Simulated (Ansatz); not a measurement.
The reference is HfS2 in the CdI2 type structure (space group P-3m1, No. 164; a = 3.548 Å, c = 5.577 Å; layered, stacked along the Cartesian z axis). Axes: x lies along a and z along c of the hexagonal cell.

The change: biaxial strain −3.51 %, plane normal [001], relaxed out of plane (Cartesian); in-plane vectors clamped, the third vector and the atoms free.

Levels (all Ansatz, a program for electronic structure, PAW, earlier PAW set): PBEsol-D3(BJ) (420 eV, without spin-orbit coupling); HSE06 (420 eV, no spin-orbit coupling); PBEsol+SOC (600 eV, spin-orbit coupling included); HSE06+SOC (600 eV, noncollinear with spin-orbit coupling).

One geometry, relaxed with PBEsol-D3(BJ), under each level:

The valence-band top lists the three highest levels at Γ (Kramers pairs under SOC), from the VBM.

```tsv
level	band gap	lowest conduction level above the VBM at special points	valence-band top at Γ
PBEsol-D3(BJ)	0.11 eV	L 0.11 eV; M 0.46 eV; A 1.73 eV; Γ 1.73 eV	0.00, 0.00, -0.03 eV
HSE06	0.92 eV	L 0.92 eV; M 1.26 eV; A 2.69 eV; Γ 2.74 eV	–
PBEsol+SOC	zero	–	–
HSE06+SOC	___	___	___
```

Give the withheld HSE06+SOC results.


- HSE06+SOC, band gap: 0.85 eV
- HSE06+SOC, lowest conduction level above the VBM at special points: L 0.85 eV; M 1.19 eV; A 2.62 eV; Γ 2.53 eV
- HSE06+SOC, valence-band top at Γ: 0.00, -0.02, -0.25 eV

Single points use the geometry relaxed with PBEsol-D3(BJ). HSE06 was sampled on its mesh, a few special points and the semilocal edge points, so its gap is an upper bound. Differences between runs with and without spin-orbit coupling are approximate. With Hf present, leaving out spin-orbit coupling can change the band edges. No phonon test of stability was made. Gaps under 0.05 eV, about the width of the smearing, are given as zero. The zero or small gap of HfS2 under biaxial strain −3.51 %, plane normal [001], relaxed out of plane can change with the level of theory.
